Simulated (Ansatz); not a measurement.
H interstitial started at a bond centre in rock-salt LiF (start: bond centre of Li and F, 2.03 Å; 64-site cell, 2×2×2 shifted sampling). Calculation: PBE, PAW (plane waves to 420 eV; Ansatz, a quantum-chemistry and plane-wave program). Total energies of the localised charge states, counted from that of charge +1, and their image corrections (point charge with alignment); the host's valence-band maximum lies at 0.763 eV on the cells' energy zero and its gap is 8.83 eV.

```
charge         moment (μB)  E − E(first) (eV)  correction (eV)
------  ------------------  -----------------  ---------------
+1      not spin-polarised              0.000            0.271
0                      1.0              6.841            0.000
−1      not spin-polarised             12.254            0.205
```

Derive the transition levels above the valence-band maximum and say which of them are thermodynamic.

A level is the Fermi energy at which two charges have equal formation energy: ε(q/q′) = [E(q′) + corr(q′) − E(q) − corr(q)] / (q − q′) − E_VBM.
ε(+1/0) = [(6.841 + 0.000) − (0.000 + 0.271)] / 1 − 0.763 = 5.81 eV
ε(0/−1) = [(12.254 + 0.205) − (6.841 + 0.000)] / 1 − 0.763 = 4.85 eV
Charge 0 lies above the lower envelope where its neighbours cross, so the level that counts is ε(+1/−1) = [(12.254 + 0.205) − (0.000 + 0.271)] / 2 − 0.763 = 5.33 eV.
Thermodynamic levels at least 0.1 eV inside the gap: (+1/−1) at 5.33 eV. They hold to tenths of an eV in this cell. Only the charges listed were compared. The geometries come from one start. Flagged in the runs: a doubtful potential alignment.
